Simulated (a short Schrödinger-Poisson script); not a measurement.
**MOS inversion layer, SiO2 on p-type GaAs**

Stack: MOS inversion layer, SiO2 on p-type GaAs, at 300 K.

```csv
layer,material,thickness (nm),Na (cm⁻³)
1,SiO2,2.6,-
2,GaAs,1200,9e16
```

Constants are typed, rounded textbook-type inputs, not results; the design itself was drawn at random and stands for no fabricated device. SiO2: permittivity 3.9, conduction-band edge (eV) 3.17, gap (eV) 9, electron mass (mₑ) 0.5. GaAs: permittivity 12.9, conduction-band edge (eV) 0, gap (eV) 1.424, Nv at 300 K (cm⁻³) 9e18.

Channel valleys (confinement mass, in-plane density-of-states mass, number): Γ 0.067, 0.067, 1. At the gate the conduction-band edge of layer 1 lies 3.63 eV − eVg above the Fermi level of the channel; the field vanishes at the back. Gaps are held at their typed values at every temperature. Mesh 0.03 nm at interfaces.

Solved with a short Schrödinger-Poisson script written for these runs: 1D Poisson equation in equilibrium, electrons quantum, Hartree (BenDaniel-Duke, 12 states a valley, the channel's in-plane mass for all, wave functions ending at the dielectric), parabolic valleys, classical holes, full ionisation, no traps, pinning or gate leakage.

```
Vg (V)  electrons (cm⁻²)  C (μF/cm²)  Γ E0 (meV)  Γ E1 (meV)
------  ----------------  ----------  ----------  ----------
0.4               2.56e6      0.0820       325.4       415.1
0.5               8.39e7      0.0793       235.0       327.6
0.6               2.75e9      0.0901       144.7       239.9
0.7              6.24e10       0.303        62.9       160.9
0.8              3.38e11       0.612        14.2       115.9
0.9              7.50e11       0.726       -14.3        91.6
1                1.21e12       0.774       -36.1        74.1
1.1              1.70e12       0.802       -55.3        59.5
1.2              2.20e12       0.820       -73.0        46.4
1.3              2.71e12       0.835       -89.9        34.5
1.4              3.23e12       0.848      -106.1        23.6
1.5              3.76e12       0.858      -121.7        13.5
1.6              4.30e12       0.868      -136.9         4.2
1.7              4.84e12       0.876      -151.8        -4.5
1.8              5.39e12       0.884      -166.3       -12.7
1.9              5.94e12       0.891      -180.6       -20.5
2                6.50e12       0.897      -194.7       -28.0
2.1              7.06e12       0.902      -208.7       -35.3
```

Gate voltages with under 1e6 electrons/cm² are left out.

Subbands count from the Fermi level.

Above a few 1e12 electrons/cm² a light Γ valley is non-parabolic and upper valleys begin to fill, which the model leaves out.
